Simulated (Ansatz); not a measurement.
MoGe (model structure, started from the NbAs type, I4₁md, No. 109, 4 atoms in the cell): properties by level of theory

```tsv
level (code)	lattice parameter a (Å)	lattice parameter c (Å)	enthalpy of formation (eV/atom)
PBE (Ansatz)	3.438	10.993	-0.049
PBEsol (Ansatz)	3.403	10.851	-0.112
PBE-D3(BJ) (Ansatz)	3.410	10.836	-0.097
```

Ansatz's density-functional and Hartree–Fock values are scalar-relativistic unless marked +SOC, with PAW data made under PBE.

Static lattice: no zero-point or thermal effects.

A model structure was made by putting elements into a prototype or built by hand; it is no filed structure, need not be a known phase, and can be a saddle point held by its symmetry.

Ansatz is an electronic-structure program.
